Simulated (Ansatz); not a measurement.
The starting structures come from a database of crystals and need not be the phases stable at ambient conditions.

# Evanescent states of CaHI (P4/nmm, not sure to be the ambient phase, 6 atoms a cell, 22.7 Å³ an atom, 2 GPa at this level) along the normal of (111)

Method: r2SCAN (plane waves, PAW; Ansatz, a program for electronic structure).

No gap correction and no spin-orbit coupling; mid-gap values are interpolated between computed energies.

Energies count from the valence-band top; κ is the least over a 6×4 mesh across the current.

```
E (eV)  κ (1/Å)  where
------  -------  -----
0.09      0.146  off Γ
0.26      0.216  off Γ
0.42      0.251  off Γ
0.59      0.274  off Γ
0.77      0.293  off Γ
0.94      0.307  off Γ
1.10      0.319  off Γ
1.27      0.329  off Γ
1.45      0.337  off Γ
1.61      0.343  off Γ
1.78      0.348  off Γ
1.96      0.351  off Γ
2.12      0.353  off Γ
2.29      0.350  off Γ
2.46      0.330  off Γ
2.63      0.308  off Γ
2.81      0.282  off Γ
2.98      0.252  off Γ
3.15      0.216  off Γ
3.31      0.170  off Γ
3.48      0.099  off Γ
```

Question: How thick must the barrier be to attenuate the transmission by 10^4 when the electrodes' Fermi level lies at 1.96 eV, and what attenuation does that film give at 2.98 eV?

Answer: d = 4 ln 10 / (2 × 0.351) = 13.1 Å. At 2.98 eV it gives 4 × 0.252/0.351 = 2.9 decades.
